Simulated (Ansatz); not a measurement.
## Converging zone-centre phonons against the mesh: ScAl (Pm-3m, 2 atoms in the cell)

```xyz
2
Lattice="3.3805 0.0000 0.0000 0.0000 3.3805 0.0000 0.0000 0.0000 3.3805" Properties=species:S:1:pos:R:3 pbc="T T T"
Sc     1.6902     1.6902     1.6902
Al     0.0000     0.0000     0.0000
```

Method of the run: LDA (PW92), default PAW files made with PBE (plane waves; Ansatz, a first-principles code).

Base settings: basis.ecutwfc = 30.9 Ry; kpoints.mp_grid.grid = 10 10 10; hamiltonian.xc = lda; hamiltonian.pseudopotentials = {kind: paw} (the program's default PAW files); scf.occupations.method = fermi_dirac; scf.occupations.width = 0.0073 Ry.

In this ladder: phonons.method = dfpt.

Frequencies are those of the unrelaxed cell, without the LO-TO term of polar crystals.

Only quantities that move along the ladder and can be compared are tabulated.

The starting cell comes from a database of computed structures (which also holds hypothetical and non-ambient phases and stackings), without a prior relaxation at this level. Its lattice was rescaled by up to half a per cent. In the base run, with a pressure of about -5 GPa the cell is away from its equilibrium volume at this level.

Steps (kpoints.mp_grid.grid): 3 3 3; 4 4 4; 5 5 5; 6 6 6; 8 8 8; 9 9 9; 12 12 12; 14 14 14; 18 18 18; 22 22 22.

Problem. What is the coarsest kpoints.mp_grid.grid that holds the highest zone-centre frequency within 5 cm⁻¹ of the last step, with all finer ones?

Solution. 5 5 5; the step before is off by 5.6 cm⁻¹.

```tsv
kpoints.mp_grid.grid	highest zone-centre frequency (cm⁻¹)
3 3 3	263.1
4 4 4	270.9
5 5 5	263.3
6 6 6	265.0
8 8 8	264.9
9 9 9	265.4
12 12 12	265.3
14 14 14	265.3
18 18 18	265.3
22 22 22	265.3
```

Keys are those of Ansatz 0.2.
